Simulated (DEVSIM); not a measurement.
System: Au/La2O3/SiO2/n-Si capacitor, at 300 K.

```csv
layer (left to right),material,thickness (nm),Nd (cm⁻³)
1,La2O3,28.0,-
2,SiO2,1.40,-
3,Si,7600,5.7e15
```

Metal gate on the left, work function 5.1 eV. Fixed charge at the semiconductor interface 0 cm⁻² (in units of +e); no interface traps.

The device is made up for the run: typed textbook-type constants, with dimensions and the other settings drawn at random. Values at 300 K.

| parameter | La2O3 | SiO2 | Si |
|---|---|---|---|
| gap (eV) | 5.8 | 9 | 1.124 |
| affinity (eV) | 1.8 | 0.9 | 4.05 |
| permittivity | 27 | 3.9 | 11.7 |
| Nc (cm⁻³) | - | - | 2.86e19 |
| Nv (cm⁻³) | - | - | 3.1e19 |

Model (solved in DEVSIM): 1D Poisson equation in equilibrium, Boltzmann statistics, complete ionisation; no quantum confinement or tunnelling. Metal contacts follow the ideal Schottky-Mott rule: no Fermi-level pinning, no interface dipoles.

The interface trap density was swept, all else fixed.

```json
[
 {"interface trap density (cm^-2 eV^-1)": "0", "threshold voltage (band bending 2φF) (V)": "0.09", "minimum of the low-frequency capacitance (μF/cm²)": "0.0285", "flat-band voltage (V)": "0.83"},
 {"interface trap density (cm^-2 eV^-1)": "1e10", "threshold voltage (band bending 2φF) (V)": "0.09", "minimum of the low-frequency capacitance (μF/cm²)": "0.0299", "flat-band voltage (V)": "0.83"},
 {"interface trap density (cm^-2 eV^-1)": "1e11", "threshold voltage (band bending 2φF) (V)": "0.08", "minimum of the low-frequency capacitance (μF/cm²)": "0.0428", "flat-band voltage (V)": "0.83"},
 {"interface trap density (cm^-2 eV^-1)": "3e11", "threshold voltage (band bending 2φF) (V)": "0.05", "minimum of the low-frequency capacitance (μF/cm²)": "0.0698", "flat-band voltage (V)": "0.84"},
 {"interface trap density (cm^-2 eV^-1)": "1e12", "threshold voltage (band bending 2φF) (V)": "-0.05", "minimum of the low-frequency capacitance (μF/cm²)": "0.146", "flat-band voltage (V)": "0.86"},
 {"interface trap density (cm^-2 eV^-1)": "2e12", "threshold voltage (band bending 2φF) (V)": "-0.19", "minimum of the low-frequency capacitance (μF/cm²)": "0.226", "flat-band voltage (V)": "0.89"}
]
```

From the first row to the last the threshold voltage (band bending 2φF) goes from 0.09 to -0.19. From the first row to the last the minimum of the low-frequency capacitance goes from 0.0285 to 0.226.
